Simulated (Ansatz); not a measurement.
The reference is TiB2 (space group P6/mmm, No. 191; a = 3.017 Å, c = 3.185 Å). Axes: x lies along a and z along c of the hexagonal cell.

Level of theory: PBEsol in Ansatz (plane waves to 420 eV, PAW, scalar-relativistic without spin-orbit coupling), earlier PAW set.

Strains are applied to the cell and any free atomic positions relax; under biaxial strain the out-of-plane vector relaxes too.

One change was made to it. Results:

The pressure (mean of the normal stresses, compression positive) goes from zero to 0.9 GPa; the shortest interatomic distance stays 174.2 pm.

Q: Which change produced these results?
A. isotropic strain −0.86 %
B. uniaxial strain ε_zz = −3.48 %
C. isotropic strain −1.04 %
D. biaxial strain −4.21 %, plane normal [001], relaxed out of plane
E. tensor shear ε_xz = +2.61 %

A: E, tensor shear ε_xz = +2.61 %. For comparison, the pressure in the other runs: biaxial strain −4.21 %, plane normal [001], relaxed out of plane gives 23.0 GPa; isotropic strain −1.04 % gives 8.9 GPa; uniaxial strain ε_zz = −3.48 % gives 9.0 GPa; isotropic strain −0.86 % gives 7.3 GPa.

A case with no gap was solved on a k-mesh chosen for an insulator, which is coarse for it. Without a gap, meshes like the base's 13×13×10 leave anisotropic stresses uncertain by several tenths of a GPa, and small strain energies with them. No phonon test of stability was made. All final runs are without spin polarisation.

Ansatz is a quantum-chemistry and plane-wave program.
